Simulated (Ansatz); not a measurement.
## zinc-blende GaAs (1 1 1) on zinc-blende BP (1 1 1) (film strained to the substrate, faces as cut)

A periodic stack without vacuum, zinc-blende GaAs (1 1 1) on zinc-blende BP (1 1 1) (film strained to the substrate, faces as cut): substrate slab B35P35, film As16Ga16, surface cells [[-3, 2], [-2, -1]] and [[-2, 2], [-2, 0]], film strained by +4.7 and +4.7 %, faces P/B and Ga/As as cut (like faces can put a slab off its formula).

The start was prepared with a machine-learned potential, and the result is one local minimum, with the in-plane cell held and forces under 0.04 eV/Å; the film can end far from its bulk form.

All values below come from PBE (plane waves to 420 eV, PAW; Ansatz, an electronic-structure program). No spin–orbit coupling; the runs are not spin-polarised; PBE gaps are too small against experiment. Its k-point mesh 3×3×1, Fermi–Dirac width 0.05 eV.

interface area: 62.7 Å²
period: 26.62 Å
gaps between the outermost planes at the two interfaces: 0.97 and 1.89 Å
B–Ga contacts across the interfaces within 1.22 times the sum of covalent radii: 10, mean 2.21 Å
As–B contacts across the interfaces within 1.22 times the sum of covalent radii: 5, mean 2.24 Å
As–P contacts across the interfaces within 1.22 times the sum of covalent radii: 2, mean 2.41 Å
Ga–P contacts across the interfaces within 1.22 times the sum of covalent radii: 1, mean 2.63 Å
two interfaces: unlike, so that offsets are their mean

```yaml
crystal:
  lattice:
    - [8.50913, -0.00039, -0.05103]
    - [4.25423, 7.36821, -0.13728]
    - [-2.28758, -2.86173, 26.68301]
  atoms:
    - { symbol: B, position: [0.49260, 0.63706, 0.11293] }
    - { symbol: B, position: [0.07300, 0.79260, 0.11839] }
    - { symbol: B, position: [0.35816, 0.35973, 0.11504] }
    - { symbol: B, position: [0.92764, 0.51594, 0.10897] }
    - { symbol: B, position: [0.23169, 0.05928, 0.10832] }
    - { symbol: B, position: [0.77646, 0.21002, 0.11137] }
    - { symbol: B, position: [0.64540, 0.92901, 0.11762] }
    - { symbol: B, position: [0.41196, 0.16315, 0.21254] }
    - { symbol: B, position: [0.98499, 0.30286, 0.20700] }
    - { symbol: B, position: [0.27072, 0.87816, 0.21310] }
    - { symbol: B, position: [0.83982, 0.02185, 0.21418] }
    - { symbol: B, position: [0.12729, 0.59087, 0.21304] }
    - { symbol: B, position: [0.69650, 0.73172, 0.21151] }
    - { symbol: B, position: [0.55499, 0.44739, 0.21405] }
    - { symbol: B, position: [0.32271, 0.68160, 0.31169] }
    - { symbol: B, position: [0.89348, 0.82697, 0.31104] }
    - { symbol: B, position: [0.18150, 0.39630, 0.30982] }
    - { symbol: B, position: [0.75494, 0.53597, 0.30993] }
    - { symbol: B, position: [0.03814, 0.11162, 0.30964] }
    - { symbol: B, position: [0.60687, 0.25383, 0.31285] }
    - { symbol: B, position: [0.46681, 0.96889, 0.31076] }
    - { symbol: B, position: [0.23160, 0.20487, 0.40738] }
    - { symbol: B, position: [0.80729, 0.33958, 0.40796] }
    - { symbol: B, position: [0.09191, 0.91925, 0.40999] }
    - { symbol: B, position: [0.66365, 0.05718, 0.41387] }
    - { symbol: B, position: [0.95304, 0.62886, 0.40576] }
    - { symbol: B, position: [0.52146, 0.77072, 0.40591] }
    - { symbol: B, position: [0.37778, 0.49122, 0.41732] }
    - { symbol: B, position: [0.04889, 0.83392, 0.50583] }
    - { symbol: B, position: [0.74579, 0.73824, 0.49691] }
    - { symbol: B, position: [0.91532, 0.49427, 0.49959] }
    - { symbol: B, position: [0.67851, 0.57919, 0.49887] }
    - { symbol: B, position: [0.90243, 0.05678, 0.50991] }
    - { symbol: B, position: [0.36667, 0.22627, 0.50541] }
    - { symbol: B, position: [0.32273, 0.05642, 0.50254] }
    - { symbol: P, position: [0.65239, 0.89634, 0.04463] }
    - { symbol: P, position: [0.33273, 0.01506, 0.03737] }
    - { symbol: P, position: [0.41509, 0.59625, 0.04086] }
    - { symbol: P, position: [0.08170, 0.73323, 0.04612] }
    - { symbol: P, position: [0.41489, 0.33800, 0.04288] }
    - { symbol: P, position: [0.91593, 0.58466, 0.03893] }
    - { symbol: P, position: [0.71887, 0.13455, 0.03997] }
    - { symbol: P, position: [0.55047, 0.41494, 0.14075] }
    - { symbol: P, position: [0.12166, 0.56262, 0.13970] }
    - { symbol: P, position: [0.40899, 0.13175, 0.13887] }
    - { symbol: P, position: [0.97998, 0.26963, 0.12759] }
    - { symbol: P, position: [0.26613, 0.84658, 0.13936] }
    - { symbol: P, position: [0.83512, 0.98864, 0.14135] }
    - { symbol: P, position: [0.68798, 0.69982, 0.13693] }
    - { symbol: P, position: [0.46258, 0.93584, 0.23705] }
    - { symbol: P, position: [0.03332, 0.07972, 0.23567] }
    - { symbol: P, position: [0.31820, 0.64956, 0.23775] }
    - { symbol: P, position: [0.88850, 0.79283, 0.23695] }
    - { symbol: P, position: [0.17575, 0.36292, 0.23567] }
    - { symbol: P, position: [0.75013, 0.50300, 0.23551] }
    - { symbol: P, position: [0.60241, 0.22159, 0.23872] }
    - { symbol: P, position: [0.37122, 0.45649, 0.33890] }
    - { symbol: P, position: [0.94692, 0.59694, 0.33348] }
    - { symbol: P, position: [0.22889, 0.17136, 0.33417] }
    - { symbol: P, position: [0.80246, 0.30788, 0.33473] }
    - { symbol: P, position: [0.08686, 0.88545, 0.33550] }
    - { symbol: P, position: [0.65744, 0.02688, 0.33802] }
    - { symbol: P, position: [0.51542, 0.73969, 0.33341] }
    - { symbol: P, position: [0.28748, 0.97796, 0.43219] }
    - { symbol: P, position: [0.85750, 0.11506, 0.43840] }
    - { symbol: P, position: [0.13438, 0.69957, 0.43774] }
    - { symbol: P, position: [0.71831, 0.81730, 0.43159] }
    - { symbol: P, position: [0.99348, 0.40731, 0.43065] }
    - { symbol: P, position: [0.57850, 0.54650, 0.43335] }
    - { symbol: P, position: [0.42177, 0.25797, 0.43920] }
    - { symbol: As, position: [0.70576, 0.19546, 0.56750] }
    - { symbol: As, position: [0.13654, 0.34547, 0.54918] }
    - { symbol: As, position: [0.70747, 0.73555, 0.61181] }
    - { symbol: As, position: [0.24058, 0.73798, 0.58185] }
    - { symbol: As, position: [0.39064, 0.94352, 0.71441] }
    - { symbol: As, position: [0.90260, 0.95128, 0.71593] }
    - { symbol: As, position: [0.40470, 0.43885, 0.70358] }
    - { symbol: As, position: [0.89608, 0.43866, 0.71346] }
    - { symbol: As, position: [0.07835, 0.66479, 0.84056] }
    - { symbol: As, position: [0.56900, 0.65833, 0.83001] }
    - { symbol: As, position: [0.07155, 0.17222, 0.84052] }
    - { symbol: As, position: [0.57071, 0.16386, 0.82913] }
    - { symbol: As, position: [0.73706, 0.38765, 0.96621] }
    - { symbol: As, position: [0.27231, 0.35914, 0.95941] }
    - { symbol: As, position: [0.73199, 0.87232, 0.94424] }
    - { symbol: As, position: [0.26207, 0.89337, 0.95904] }
    - { symbol: Ga, position: [0.15838, 0.01884, 0.54623] }
    - { symbol: Ga, position: [0.56620, 0.95375, 0.54868] }
    - { symbol: Ga, position: [0.94045, 0.72017, 0.55502] }
    - { symbol: Ga, position: [0.59270, 0.52990, 0.55963] }
    - { symbol: Ga, position: [0.73413, 0.77645, 0.70049] }
    - { symbol: Ga, position: [0.21764, 0.76726, 0.68070] }
    - { symbol: Ga, position: [0.74038, 0.24348, 0.67086] }
    - { symbol: Ga, position: [0.22884, 0.27301, 0.69691] }
    - { symbol: Ga, position: [0.39709, 0.48571, 0.80125] }
    - { symbol: Ga, position: [0.90888, 0.48484, 0.80911] }
    - { symbol: Ga, position: [0.39540, 0.98878, 0.80933] }
    - { symbol: Ga, position: [0.91288, 0.98544, 0.81069] }
    - { symbol: Ga, position: [0.06287, 0.21273, 0.93462] }
    - { symbol: Ga, position: [0.59288, 0.20155, 0.92238] }
    - { symbol: Ga, position: [0.08055, 0.71449, 0.94781] }
    - { symbol: Ga, position: [0.58771, 0.67513, 0.92310] }
```
